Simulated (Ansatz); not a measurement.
A relaxation of cell and atoms of Ni (Fm-3m, 1 atom in the cell) with Ansatz (a first-principles code).

Level of theory: PBE (plane waves, PAW; Ansatz).

The change in words: atoms on their sites; basis.ecutwfc: 30.9 Ry → 15.4 Ry; relax: default → cell and atoms. Reference geometry:
```yaml
crystal:
  lattice:
    - [0.00000, 1.75472, 1.75472]
    - [1.75472, 0.00000, 1.75472]
    - [1.75472, 1.75472, 0.00000]
  atoms:
    - { symbol: Ni, position: [0.00000, 0.00000, 0.00000], spin: 1.0 }
```
(The spins are starting values, not results.)

Reference input (self-consistent single point, DFT, PBE, plane waves, default PAW files): basis.ecutwfc = 30.9 Ry; kpoints.mp_grid.grid = 16 16 16; hamiltonian.xc = pbe; hamiltonian.pseudopotentials = {kind: paw} (the program's default PAW files); magnetization.spin_polarized = true; scf.occupations.method = gaussian; scf.occupations.width = 0.0073 Ry. This run's input differs from it in these lines:

Ansatz 0.2 input:
```diff
@@ -9,3 +9,3 @@
 basis:
-  ecutwfc: 30.9 Ry
+  ecutwfc: 15.4 Ry
 kpoints:
@@ -19,2 +19,4 @@
   occupations: { method: gaussian, width: 0.0073 Ry }
+relax:
+  cell: {}
 output:
```

The program printed (abridged):

```
   [... SCF lines of the steps left out ...]
relax step   1: F+E_penalty+E_count = -5828.66009639 eV  Δ(F+E_penalty+E_count) = +0.000e0 eV  max|allowed force component| = 0.000e0 eV/Å  Δτ_max = 0.0000 Å  P = -28.956 GPa  Ω = 10.806 Å³  (12 SCF iters, dr2 threshold 1.00e-7 eV, accepted)
relax step   2: F+E_penalty+E_count = -5831.96663852 eV  Δ(F+E_penalty+E_count) = -3.307e0 eV  max|allowed force component| = 0.000e0 eV/Å  Δτ_max = 0.0000 Å  P = +209.971 GPa  Ω = 10.068 Å³  energy of the carried Pulay correction = +3.722e0 eV  (8 [...]
   [... lines left out ...]
relax step 119: F+E_penalty+E_count = -5828.83764114 eV  Δ(F+E_penalty+E_count) = +2.879e-2 eV  max|allowed force component| = 0.000e0 eV/Å  Δτ_max = 0.0000 Å  P = +0.004 GPa  Ω = 9.320 Å³  energy of the carried Pulay correction = -2.883e-2 eV  (5 [...]
relax step 120: F+E_penalty+E_count = -5828.92762438 eV  Δ(F+E_penalty+E_count) = -8.998e-2 eV  max|allowed force component| = 0.000e0 eV/Å  Δτ_max = 0.0000 Å  P = -3.311 GPa  Ω = 9.320 Å³  stress off target by 3.31e0 GPa  SCF on the basis [...]
basis re-selected at this cell: Δ(F+E_penalty+E_count) = -8.998e-2 eV, ΔP = -3.315 GPa vs the last step
   [... lines left out ...]
Absolute magnetization: 0.5625 μB (∫|ρ↑−ρ↓|, with the PAW one-centre terms)
Free energy (F): -5828.927624 eV
Fermi energy:    20.797504 eV
Error: variable-cell relaxation did not converge after 120 `relax_step` rows, as none of its last 35 fresh-basis SCF(s) at a relaxed cell met both thresholds with a finite energy. The last misses `relax.cell.stress_tol`: largest allowed force component 0.00e0 eV/Å (`relax.f_tol` 1.00e-2 eV/Å), stress off the target on the free part of the cell 3.31e0 GPa (`relax.cell.stress_tol` 5.00e-2 GPa), F+E_penalty+E_count -5828.92762438 eV. The closest is row 112, whose structure comes with this error. Larger ratio of force or stress to its threshold at each such SCF whose figures are numbers: 613.351, 730.614, 669.865, 494.488, 463.208, 607.098, 494.180, 593.695, 568.281, 473.314, 378.208, [...]
   [... lines left out ...]
to start a new deck from the relaxed geometry:
  cell:  # Å, volume = 9.3106 Å³
    - [-1.7974916840029668e-32, 1.6697394246807973, 1.6697394246807973]
    - [1.6697394246807973, -5.054993768298026e-32, 1.6697394246807973]
    - [1.6697394246807973, 1.6697394246807973, 1.3774049520077196e-33]
  atoms:
    - { symbol: Ni, position: [0.0, 0.0, 0.0] }
```

The relaxation ended unconverged.  The full log also holds: “iter 7 did not close the SCF: its close was put off for a magnetic moment that had not settled (scf_convergence_deferred on its scf_iter line)”. The full log also holds: “iter 5 did not close the SCF: its close was put off for a magnetic moment that had not settled (scf_convergence_deferred on its scf_iter line)”.

The starting cell has typed, rounded lattice constants, without a prior relaxation at this level. Its lattice was rescaled by up to half a per cent. The cutoff lies below the one recommended for these files.

Cost on one core of a shared machine: roughly 5 min.
